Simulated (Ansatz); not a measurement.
Worked example: self-consistent single point of V (Im-3m, 1 atom in the cell) in Ansatz (an electronic-structure program).

Computed with PBE (plane waves, PAW; Ansatz).

```
CELL_PARAMETERS angstrom
     -1.50743     1.50743     1.50743
      1.50743    -1.50743     1.50743
      1.50743     1.50743    -1.50743
ATOMIC_POSITIONS crystal
  V  0.00000 0.00000 0.00000
```

Reference input (self-consistent single point, DFT, PBE, plane waves, default PAW files): basis.ecutwfc = 30.9 Ry; kpoints.mp_grid.grid = 15 15 15; hamiltonian.xc = pbe; hamiltonian.pseudopotentials = {kind: paw} (the program's default PAW files); scf.occupations.method = gaussian; scf.occupations.width = 0.0073 Ry. This run's input differs from it in these lines:

Ansatz 0.2 input:
```diff
@@ -10,3 +10,3 @@
 kpoints:
-  mp_grid: { grid: [15, 15, 15] }
+  mp_grid: { grid: [24, 24, 24] }
 hamiltonian:
@@ -15,3 +15,3 @@
 scf:
-  occupations: { method: gaussian, width: 0.0073 Ry }
+  occupations: { method: methfessel_paxton, width: 0.022 Ry }
 output:
```

Output (repeated stretches shortened):

```
SCF iter   1: F=—  HF=-2912.408990 eV  |F-HF|=—  |Δ(HF+E_count)|=         —  Δρ=4.34e-3  dr2=7.11e-4  ethr=1.77e-3  ⟨swp⟩=3.9  Hψ=21995  notcnv=0
all-band conjugate gradients solve this SCF's bands
preconditioner: auto → none
SCF iter   2: F=—  HF=-2912.408973 eV  |F-HF|=—  |Δ(HF+E_count)|=   1.75e-5  S|Δr|=    0.00e0  Δρ=2.19e-3  dr2=1.82e-4  ethr=5.47e-6  ⟨swp⟩=1.0  Hψ=7847  notcnv=0
SCF iter   3: F=—  HF=-2912.409029 eV  |F-HF|=—  |Δ(HF+E_count)|=   5.61e-5  S|Δr|=    0.00e0  Δρ=3.64e-4  dr2=1.36e-5  ethr=1.40e-6  ⟨swp⟩=1.9  Hψ=6120  notcnv=0
SCF iter   4: F=—  HF=-2912.409019 eV  |F-HF|=—  |Δ(HF+E_count)|=   9.89e-6  S|Δr|=    0.00e0  Δρ=5.06e-5  dr2=3.21e-7  ethr=1.05e-7  ⟨swp⟩=2.9  Hψ=7440  notcnv=0
SCF iter   5: F=-2912.409019 eV  HF=-2912.409019 eV  |F-HF|=1.65e-8  |Δ(HF+E_count)|=   6.10e-8  S|Δr|=    0.00e0  Δρ=1.53e-5  dr2=2.53e-8  ethr=7.69e-10  ⟨swp⟩=3.9  Hψ=16260  notcnv=0
SCF 1 converged in 5 iterations: F = -2912.409019 eV  dr2 = 2.53e-8
Stability not checked (fill_not_monotonic)
Free energy (F): -2912.409019 eV
Internal energy: -2912.404969 eV  (E = F + TS)
E sigma→0 (E₀):  -2912.408006 eV
Entropy (-TS):   -0.004050 eV (-4.050 meV/atom)
Fermi energy:    16.208945 eV
--- Forces (eV/Å), atoms counted from 1 ---
  atom   1  V     -0.00000000     0.00000000     0.00000000
--- Stress (GPa, compression-positive) ---
       -3.207417      -0.000000      -0.000000
        0.000000      -3.207417       0.000000
       -0.000000      -0.000000      -3.207417
  P = ⅓ Tr σ = -3.2074 GPa (-32.074 kbar)
  The stress holds the Pulay correction. Without it, at fixed plane waves, as pw.x and ABINIT print it: P = -3.2937 GPa
```

The run converged in 5 iterations. Against the reference run the free energy rises by 5.4 meV/atom and the pressure goes from -3.38 to -3.21 GPa.

The starting cell has typed, rounded lattice constants, without a prior relaxation at this level. Its lattice was rescaled by up to half a per cent. Spin polarisation is off. With a pressure of about -3 GPa the cell is away from its equilibrium volume at this level. Ansatz's pressure includes its estimate of the finite-basis (Pulay) stress.
